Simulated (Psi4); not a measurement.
Psi4 1.11, PBE0/def2-svp: V(NH)(F)(Cl)2 ([NH]=[V]([F])([Cl])[Cl]), 6 atoms. The geometry is a generated start, not checked to be a minimum at this level.

- task: energy
- method: pbe0
- basis: def2-svp
- memory: 3 GB
- maxiter: 100
- keys of the molecule block: symmetry c1
- scf_type: df (default)
- guess: auto, which took SAD (default)
- scf_initial_accelerator: adiis (default)
- e_convergence: 1e-06 (default)
- d_convergence: 1e-06 (default)
- dft_radial_points: 75 (default)
- dft_spherical_points: 302 (default)
- basis functions: 100
- grid points: 130880

```xyz
6

V     -0.1634     0.0917     0.3674
N      0.7030    -0.3591    -0.8924
H      1.2837    -0.6589    -1.6741
F      0.6092    -0.3332     1.7628
Cl    -1.9534    -0.8200     0.2087
Cl    -0.4790     2.0796     0.2277
```

Charge 0 and multiplicity 1 are set for this test and not shown to be the ground state.

One run each on 2 threads. Values of diis_max_vecs tried: 3, 6, 10 (default), 20.

Task: How does the count of SCF iterations change with diis_max_vecs, and where is it least?

Result: Fewest SCF iterations, within one of each other: 6 with 12, 10 (default) with 12, 20 with 12. The count rises to 35 at 3. All converge to one solution.

| diis_max_vecs | SCF iterations | end |
|---|---|---|
| 3 | 35 | same solution |
| 6 | 12 | same solution |
| 10 (default) | 12 | same solution |
| 20 | 12 | same solution |
